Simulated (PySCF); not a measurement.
PySCF 2.14.0, BP86/def2-svp, df: Nb(O)(OH)(OMe)2 (C[O][Nb](=[O])([OH])[O]C), 14 atoms. The geometry is a generated start, not checked to be a minimum at this level.

```
Quantity                                            Result
-------------------------  -------------------------------
task                                                energy
method                                                bp86
basis                                             def2-svp
two-electron scheme                        density fitting
mol.max_memory                                     3000 MB
mf.max_cycle                                           100
mf.init_guess                              minao (default)
mf.conv_tol                                1e-09 (default)
mf.grids.level                                 3 (default)
effective core potentials  those of the basis set, past Kr
basis functions                                        150
grid points                                         175664
```

```xyz
14

Nb     0.1850     0.3616     0.7260
O      1.6855     1.1542     0.5981
O     -0.4165     0.6505     2.4528
H     -0.2161     1.0553     3.3011
O      0.4637    -1.3895     0.3939
C      1.1715    -2.5325     0.0532
H      1.3267    -2.5582    -1.0346
H      2.1501    -2.5271     0.5563
H      0.6152    -3.4283     0.3558
O     -0.9382     1.0737    -0.4900
C     -1.4124     1.8741    -1.5214
H     -1.7144     2.8520    -1.1224
H     -0.6205     2.0198    -2.2713
H     -2.2797     1.3943    -1.9975
```

Charge 0 and multiplicity 1 are set for this test and not shown to be the ground state.

With the defaults (mf.DIIS = CDIIS, mf.diis = true, mf.diis_space = 8, mf.diis_damp = 0, mf.damp = 0, mf.diis_start_cycle = 1, newton = off) it converges in 19 Fock builds. One run each on 2 threads, 1 BLAS thread, with these changes:
- newton = Hessian by the SCF's own integrals
- mf.diis_space = 3
- mf.DIIS = EDIIS
- mf.diis_damp = 0.3
- mf.DIIS = ADIIS
- mf.diis = false
- mf.diis_space = 20
- mf.damp = 0.3, mf.diis_start_cycle = 4
- mf.diis_space = 5

Q: Which of these changes keep the SCF from converging, or lead it to another solution?

A: No convergence: mf.DIIS = EDIIS; mf.diis = false (the run ends without SCF convergence in 100 cycles). The rest reach the solution of the defaults.

```tsv
setting	Fock builds	end
mf.diis_damp = 0.3	16	same solution
the defaults	19	same solution
mf.diis_space = 20	20	same solution
mf.diis_space = 5	23	same solution
mf.damp = 0.3, mf.diis_start_cycle = 4	25	same solution
mf.DIIS = ADIIS	34	same solution
newton = Hessian by the SCF's own integrals	79	same solution
mf.diis_space = 3	88	same solution
mf.DIIS = EDIIS	101	no convergence
mf.diis = false	101	no convergence
```

Under newton the count holds the products with the orbital Hessian.
